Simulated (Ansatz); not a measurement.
Functionals compared on OH on the 1x1 (10-10) surface of wurtzite ZnO (cut with top plane O + Zn), one in a 2x1 cell, started at the site 'top O', in Ansatz (plane waves, PAW). The structure was relaxed with PBE; the other rows are single points on it, each with its references at the same level. Cutoff 420 eV (500 eV for r2SCAN). The points keep PBE's geometry, so the relaxation of a polaron and the settling of charge on one site are left out. HSE06 used the coarser mesh 3x3x1.

Host crystal: wurtzite ZnO, with a band gap (PBE, scalar-relativistic without spin-orbit coupling).

Slab: 34 atoms, 9.4 Å thick at the start under the adsorbate (thin: gaps and levels are the slab's own); k 3x4x1, smearing 0.01 eV, dipole-corrected; 16 atoms held, the rest relaxed; no symmetry held; spin-polarised, ending with about 0.8 μB a cell, a value that depends on the mesh; orders that need a larger cell were not tried, no spin-orbit, no U, no dispersion correction. The slab shows no gap over 0.04 eV on its mesh. It is one chosen start, not shown to be the lowest state of the adsorbate. These notes are the PBE run's. RPBE: The program's check for a lower electronic state was not made. r2SCAN: The program's check for a lower electronic state was not made. HSE06: The program's check for a lower electronic state was not made. Adsorption energies are against H2O(g) − ½ H2(g). A negative adsorption energy means that the adsorbate is more stable on the surface than in its reference.

| functional | adsorption energy (eV) |
|---|---|
| PBE | 1.60 |
| RPBE | 1.64 |
| r2SCAN | 1.59 |
| HSE06 | 2.22 |

Ansatz is a quantum-chemistry and plane-wave program.
